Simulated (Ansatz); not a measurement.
The reference is CsI in the CsCl type structure (space group Pm-3m, No. 221; a = 4.610 Å).

Calculations: r2SCAN, PAW, 500 eV (Ansatz, an electronic-structure program; no spin-orbit coupling).

For the base:

```
Quantity               Value
-------------------  -------
Smallest direct gap  4.60 eV
Band gap             4.51 eV
```

One thing is altered: the cell is scaled by 0.9404 in all directions; the atoms relax in the strained cell.

Predict the new smallest direct gap.

The smallest direct gap falls by 0.226 eV to 4.38 eV.

Predict the new band gap.

The band gap falls by 0.17 eV, from 4.51 eV to 4.34 eV.

What does the calculation give for the energy relative to the base after the change?

The energy increases by 77 meV/atom.

With I present, leaving out spin-orbit coupling can change the band edges. Whether these cells are dynamically stable was not tested.
